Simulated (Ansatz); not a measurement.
The parent structure is ZnCu in the CsCl type structure (space group Pm-3m, No. 221; a = 2.964 Å; relaxed with 0.1 eV smearing).

All numbers come from DFT with PBE, PAW potentials and a 420 eV plane-wave cutoff in Ansatz (a first-principles code), no SOC.

Before the change:

Pressure: 0.0 GPa

It is then changed as follows: every lattice vector is stretched by 1.50 %; the atoms relax in the strained cell.

Q: What does the calculation give for the energy relative to the base after the change?

A: The energy grows by 8.9 meV/atom.

Q: What happens to the pressure?

A: The pressure goes from zero to -4.6 GPa.

Stability against distortions was not tested. All final runs are without spin polarisation.
